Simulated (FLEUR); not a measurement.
FLEUR run on AgAu3 (P1, 4 atoms in the cell): self-consistent single point.

Method of the run: FLEUR with LDA (Perdew-Zunger), all-electron FLAPW (FLEUR), scalar-relativistic valence.

The change in words: atoms moved at random. Reference geometry:
```xyz
4
Lattice="4.1216 0.0000 0.0000 0.0000 4.1216 0.0000 0.0000 0.0000 4.1216" Properties=species:S:1:pos:R:3 pbc="T T T"
Ag     2.0608     2.0608     2.0608
Au     2.0608     0.0000     0.0000
Au     0.0000     2.0608     0.0000
Au     0.0000     0.0000     2.0608
```

Reference input (self-consistent single point, DFT, LDA (Perdew-Zunger), all-electron FLAPW (FLEUR), scalar-relativistic valence): Kmax = 3.9 1/bohr; GmaxXC = 13.7 1/bohr; xcFunctional = pz; jspins = 1; l_soc = F; mode = hist; fermiSmearingEnergy = 0.00367493 Htr; mesh (inpgen div1-3) = 6 6 6; inpgen gamma flag = true; Gmax = 13.7 1/bohr; numbands = 0; maxIterBroyd = 99. This run's input differs from it in these lines:

```diff
@@ -10,6 +10,6 @@
 4
-47 0.5000000000 0.5000000000 0.5000000000
-79 0.5000000000 0.0000000000 0.0000000000
-79 0.0000000000 0.5000000000 0.0000000000
-79 0.0000000000 0.0000000000 0.5000000000
+47 0.4880680000 0.4991650000 0.4975140000
+79 0.5050180000 0.0090850000 0.0098390000
+79 -0.0038700000 0.5039230000 0.0002070000
+79 0.0107830000 -0.0121720000 0.4924410000
 
@@ -80,3 +80,3 @@
       <atomGroup species="Silver (Ag)">
-         <relPos label="                   1">1.000/2.000 1.000/2.000 1.000/2.000</relPos>
+         <relPos label="                   1">.4880680000 .4991650000 .4975140000</relPos>
          <force calculate="T" relaxXYZ="TTT"/>
@@ -84,5 +84,11 @@
       <atomGroup species="Gold (Au)">
-         <relPos label="                   2">1.000/2.000 .0000000000 .0000000000</relPos>
-         <relPos label="                   3">.0000000000 1.000/2.000 .0000000000</relPos>
-         <relPos label="                   4">.0000000000 .0000000000 1.000/2.000</relPos>
+         <relPos label="                   2">-.4949820000 .0090850000 .0098390000</relPos>
+         <force calculate="T" relaxXYZ="TTT"/>
+      </atomGroup>
+      <atomGroup species="Gold (Au)">
+         <relPos label="                   3">-.0038700000 -.4960770000 .0002070000</relPos>
+         <force calculate="T" relaxXYZ="TTT"/>
+      </atomGroup>
+      <atomGroup species="Gold (Au)">
+         <relPos label="                   4">.0107830000 -.0121720000 .4924410000</relPos>
          <force calculate="T" relaxXYZ="TTT"/>
```

Output (repeated stretches shortened):

```
 Iteration:     1   Distance:      16.01471835 me/bohr^3
 Iteration:     2   Distance:      14.14519709 me/bohr^3
 Iteration:     3   Distance:       6.01686171 me/bohr^3
 Iteration:     4   Distance:       2.87168156 me/bohr^3
 Iteration:     5   Distance:       2.03401972 me/bohr^3
   [... 10 lines left out ...]
 Iteration:    16   Distance:       0.00010084 me/bohr^3
 Iteration:    17   Distance:       0.00005688 me/bohr^3
 Iteration:    18   Distance:       0.00001707 me/bohr^3
 Iteration:    19   Distance:       0.00000753 me/bohr^3
 Reset of history
 Run finished successfully
 Stop message:
   Structural relaxation: new displacements generated

[file out, last iteration]
             iter=     20
[...]
          total density-effective poten   -1.0945694257E+05
          total charge density-energy d   -1.2092907797E+03
 Updated energy parameters for spin:           1
[...]
 fermi energy and band-weighting factors:

[...]
FERMIE:
          first approx. to ef    (T=0)  :   0.357992 htr   (energy of the highest occ. eigenvalue)
          number of occ. states  (T=0)  :       3811
          first approx. to seigv (T=0)  : -31.890501 htr
          sum of weights of occ. states :  34.004630
          sum of semicore charge        :   0.000000 e
FERHIS:  Fermi-Energy by histogram:
          bandgap                     :   0.000039 htr
   [... lines left out ...]
          charge neutrality (T=0)     :   0.009259    (zero if the highest occ. eigenvalue is "entirely" occupied)
     EF_NEWTON:  Adjust Fermi-Energy by Newton-Method.
 Direct bandgap for spin            1 :    3.8740762214261037E-003  Htr
 ---->    free energy=                    -62424.6853960870 htr
   [... lines left out ...]
 TOTAL FORCE FOR ATOM TYPE=  2  X= -3.855   Y=  0.071   Z=  0.077
                       FX_TOT= 0.000503 FY_TOT=-0.002042 FZ_TOT=-0.006330
 TOTAL FORCE FOR ATOM TYPE=  3  X= -0.030   Y= -3.864   Z=  0.002
                       FX_TOT=-0.000581 FY_TOT=-0.002344 FZ_TOT=-0.003171
 TOTAL FORCE FOR ATOM TYPE=  4  X=  0.084   Y= -0.095   Z=  3.836
                       FX_TOT=-0.005558 FY_TOT= 0.005172 FZ_TOT= 0.005807
```

The run converged in 19 iterations. FLEUR gives forces in its relaxation mode, with a further iteration, so its stop message speaks of a relaxation. Against the reference run the free energy rises by 8.5 meV/atom and the largest force goes from 0.000 to 0.492 eV/Å.

The starting cell comes from a database of computed structures (which also holds hypothetical and non-ambient phases and stackings), without a prior relaxation at this level. For this run, on top of that: atoms moved at random. Spin-orbit coupling is off. Values depend on the basis (sphere radii, cutoffs, local orbitals), which need not be converged. The log's line on a gap gives a spacing of levels on this mesh, which the program prints for metals too.

Cost on one core of a shared machine: roughly 20 min.
